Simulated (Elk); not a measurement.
Band structure of SrSi₂Pd₂ (I4/mmm, 5 atoms in the cell).

```xyz
5
Lattice="-2.1522 2.1522 5.0002 2.1522 -2.1522 5.0002 2.1522 2.1522 -5.0002" Properties=species:S:1:pos:R:3 pbc="T T T"
Sr     0.0000     0.0000     0.0000
Si     0.0000     0.0000     3.7362
Si     0.0000     0.0000     6.2641
Pd     2.1522     0.0000     2.5001
Pd     0.0000     2.1522     2.5001
```

Method: LDA (PW92), all-electron FP-LAPW, Elk's shipped species files, APW+lo basis with extra local orbitals (Elk 10.2.4).

Settings: rgkmax = 8; stype = 0; swidth = 0.00734986 Ha; ngridk = 9 9 9; gmaxvr = 16 1/bohr; nxlo = 2; lorbcnd = true; rmtscf = 0.92; lmaxi = 2; maxscl = 100.

The starting cell comes from a database of computed structures (which also holds hypothetical and non-ambient phases and stackings), without a prior relaxation at this level. Spin polarisation is off. Values depend on the basis (sphere radii, cutoffs, local orbitals), which need not be converged.

Levels in eV from the Fermi level, bands 24 to 31:
```json
[
 {"point": "Γ", "24": "-1.98", "25": "-1.52", "26": "-0.86", "27": "-0.86", "28": "0.84", "29": "1.80", "30": "1.80", "31": "3.86"},
 {"point": "X", "24": "-2.75", "25": "-2.73", "26": "-1.29", "27": "-0.85", "28": "-0.64", "29": "-0.46", "30": "3.07", "31": "4.71"},
 {"point": "Y", "24": "-2.83", "25": "-2.78", "26": "-1.08", "27": "-0.84", "28": "-0.29", "29": "-0.11", "30": "3.11", "31": "4.67"},
 {"point": "S", "24": "-3.07", "25": "-2.99", "26": "0.16", "27": "0.26", "28": "0.60", "29": "2.88", "30": "3.15", "31": "3.76"},
 {"point": "Z", "24": "-1.53", "25": "-0.86", "26": "-0.86", "27": "1.09", "28": "1.40", "29": "3.38", "30": "3.66", "31": "4.05"},
 {"point": "S1", "24": "-3.07", "25": "-2.99", "26": "0.16", "27": "0.26", "28": "0.60", "29": "2.88", "30": "3.15", "31": "3.76"},
 {"point": "N", "24": "-3.30", "25": "-2.51", "26": "-1.39", "27": "0.22", "28": "1.79", "29": "2.44", "30": "2.60", "31": "3.74"},
 {"point": "P", "24": "-2.76", "25": "-2.37", "26": "-1.06", "27": "-1.06", "28": "-0.60", "29": "-0.60", "30": "2.66", "31": "4.98"},
 {"point": "Y1", "24": "-2.83", "25": "-2.78", "26": "-1.08", "27": "-0.84", "28": "-0.29", "29": "-0.11", "30": "3.11", "31": "4.67"}
]
```

Bands cross the Fermi level along this path, so the cell is metallic at this level.
